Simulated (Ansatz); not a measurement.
We consider HfAu3 (Pmmn, No. 59; cell taken from a computed entry), described by r²SCAN (plane waves, PAW; Ansatz, a program for electronic structure).

Run with plane-wave cutoff 500 eV, 12×10×12 k mesh (along the axes of the cell as run), Fermi–Dirac smearing 0.1 eV, scalar-relativistic PAW data made under PBE.

Computed at the level's own relaxed cell.

### Question
What does this level give for the volume per atom?

### Answer

volume per atom: 17.97 Å³/atom

The run finds no gap.

Note: the relaxation could not lower the start's symmetry, so the cell can be a saddle point above a distorted one.

Spin–orbit coupling is not included; it can shift volumes and moduli of such heavy elements.
